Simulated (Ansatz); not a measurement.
Worked example: self-consistent single point of the (001) slab of YCu5 (cut from a parent of space group no. 191; 12 atoms in the cell) in Ansatz (an electronic-structure program).

Method: LDA (PW92), default PAW files made with PBE (plane waves; Ansatz).

```yaml
crystal:
  lattice:
    - [4.98769, 0.00000, 0.00000]
    - [-2.49385, 4.31947, 0.00000]
    - [0.00000, 0.00000, 20.03210]
  atoms:
    - { symbol: Y, position: [0.00000, 0.00000, 0.44981] }
    - { symbol: Cu, position: [0.33333, 0.66667, 0.44981] }
    - { symbol: Cu, position: [0.66667, 0.33333, 0.44981] }
    - { symbol: Cu, position: [0.50000, 0.00000, 0.34944] }
    - { symbol: Cu, position: [0.50000, 0.50000, 0.34944] }
    - { symbol: Cu, position: [0.00000, 0.50000, 0.34944] }
    - { symbol: Y, position: [0.00000, 0.00000, 0.65056] }
    - { symbol: Cu, position: [0.33333, 0.66667, 0.65056] }
    - { symbol: Cu, position: [0.66667, 0.33333, 0.65056] }
    - { symbol: Cu, position: [0.50000, 0.00000, 0.55019] }
    - { symbol: Cu, position: [0.50000, 0.50000, 0.55019] }
    - { symbol: Cu, position: [0.00000, 0.50000, 0.55019] }
```

Reference input (self-consistent single point, DFT, LDA (PW92), plane waves, default PAW files made with PBE): basis.ecutwfc = 420 eV; kpoints.mp_grid.grid = 5 5 1; hamiltonian.xc = lda; hamiltonian.pseudopotentials = {kind: paw} (the program's default PAW files); scf.occupations.method = fermi_dirac; scf.occupations.width = 0.1 eV. This run's input differs from it in these lines:

Ansatz 0.2 input:
```diff
@@ -20,3 +20,3 @@
 basis:
-  ecutwfc: 420.0 eV
+  ecutwfc: 295.0 eV
 kpoints:
```

The program printed (abridged):

```
SCF iter   1: F=—  HF=-73042.407498 eV  |F-HF|=—  |Δ(HF+E_count)|=         —  Δρ=1.41e-2  dr2=3.00e0  ethr=1.77e-3  ⟨swp⟩=6.8  Hψ=2546  notcnv=0  defer=15
all-band conjugate gradients solve this SCF's bands
preconditioner: auto → LDOS
SCF iter   2: F=—  HF=-73045.219612 eV  |F-HF|=—  |Δ(HF+E_count)|=    2.81e0  Δρ=7.48e-2  dr2=1.47e1  ethr=1.41e-3  ⟨swp⟩=2.8  Hψ=1481  notcnv=0  defer=34  recentre
   [... lines left out ...]
SCF iter  11: F=—  HF=-73041.829957 eV  |F-HF|=—  |Δ(HF+E_count)|=   5.34e-4  Δρ=2.99e-5  dr2=6.74e-6  ethr=1.07e-8  ⟨swp⟩=2.0  Hψ=905  notcnv=0  defer=36
SCF iter  12: F=—  HF=-73041.829966 eV  |F-HF|=—  |Δ(HF+E_count)|=   9.05e-6  Δρ=1.70e-5  dr2=1.39e-6  ethr=3.18e-9  ⟨swp⟩=2.2  Hψ=939  notcnv=0  defer=36
SCF iter  13: F=—  HF=-73041.829966 eV  |F-HF|=—  |Δ(HF+E_count)|=   3.27e-7  Δρ=6.78e-6  dr2=1.92e-7  ethr=6.56e-10  ⟨swp⟩=2.0  Hψ=921  notcnv=0  defer=36
SCF iter  14: F=-73041.829966 eV  HF=-73041.829966 eV  |F-HF|=8.94e-8  |Δ(HF+E_count)|=   1.30e-7  Δρ=2.38e-6  dr2=2.36e-8  ethr=4.72e-11  ⟨swp⟩=12.6  Hψ=2809  notcnv=0
SCF 1 converged in 14 iterations: F = -73041.829966 eV  dr2 = 2.36e-8
Free energy (F): -73041.829966 eV
Internal energy: -73041.580528 eV  (E = F + TS)
E sigma→0 (E₀):  -73041.705247 eV
Entropy (-TS):   -0.249438 eV (-20.787 meV/atom)
Fermi energy:    3.273362 eV
--- Forces (eV/Å), atoms counted from 1 ---
  atom   1  Y      0.00000000    -0.00000000    -0.17903031
  atom   2  Cu     0.00000000     0.00000000    -0.24299104
  atom   3  Cu     0.00000000    -0.00000000    -0.24299104
  atom   4  Cu     0.00000000     0.00000000     0.44738317
  atom   5  Cu    -0.00000000    -0.00000000     0.44738317
  atom   6  Cu     0.00000000     0.00000000     0.44738317
  atom   7  Y      0.00000000    -0.00000000    -0.50452993
  atom   8  Cu    -0.00000000    -0.00000000    -0.15712106
   [... lines left out ...]
  atom  12  Cu    -0.00000000    -0.00000000     0.04723078
--- Stress (GPa, compression-positive) ---
       -3.491817      -0.000000       0.000000
        0.000000      -3.491817      -0.000000
        0.000000      -0.000000      -2.128069
  P = ⅓ Tr σ = -3.0372 GPa (-30.372 kbar)
  The stress holds the Pulay correction. Without it, at fixed plane waves, as pw.x and ABINIT print it: P = -16.3766 GPa
```

The run converged in 14 iterations. Against the reference run the free energy rises by 323 meV/atom and the largest force goes from 0.529 to 0.505 eV/Å.

The starting cell comes from a database of computed structures (which also holds hypothetical and non-ambient phases and stackings), without a prior relaxation at this level. The slab is cut from that crystal, and its faces are unrelaxed. Its lattice was rescaled by up to half a per cent. Spin polarisation is off. The two faces of this cut differ, and no dipole correction was used. The cutoff lies below the one recommended for these files.
